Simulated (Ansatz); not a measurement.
**WC: response to strain**

Base system: WC (space group P-6m2, No. 187; a = 2.913 Å, c = 2.836 Å; relaxed with 0.1 eV smearing). Axes: x lies along a and z along c of the hexagonal cell.

Strains are applied to the cell and any free atomic positions relax; under biaxial strain the out-of-plane vector relaxes too.

Computed with plane-wave PAW DFT at the r2SCAN level (Ansatz, an electronic-structure program, 500 eV), scalar-relativistic without spin-orbit coupling, earlier PAW set.

Notes on the quantities. pressure: mean of the normal stresses, compression positive.

```csv
variant,volume per atom,pressure,space group
base,10.42 Å³,0.0 GPa,P-6m2 (No. 187)
"biaxial strain −2.47 %, plane normal [001], relaxed out of plane",10.00 Å³,16.8 GPa,P-6m2 (No. 187)
"biaxial strain −2.09 %, plane normal [001], relaxed out of plane",10.07 Å³,14.0 GPa,P-6m2 (No. 187)
"biaxial strain −0.86 %, plane normal [001], relaxed out of plane",10.27 Å³,5.5 GPa,P-6m2 (No. 187)
"biaxial strain +3.71 %, plane normal [001], relaxed out of plane",11.08 Å³,-19.2 GPa,P-6m2 (No. 187)
isotropic strain +1.33 %,10.84 Å³,-14.8 GPa,P-6m2 (No. 187)
isotropic strain +2.09 %,11.09 Å³,-22.1 GPa,P-6m2 (No. 187)
uniaxial strain ε_yy = −3.01 %,10.11 Å³,12.7 GPa,Amm2 (No. 38)
tensor shear ε_xy = +2.23 %,10.42 Å³,0.4 GPa,Pm (No. 6)
tensor shear ε_xz = +0.22 %,10.42 Å³,0.0 GPa,C2 (No. 5)
```

Whether these cells are dynamically stable was not tested. The final runs are not spin-polarised.
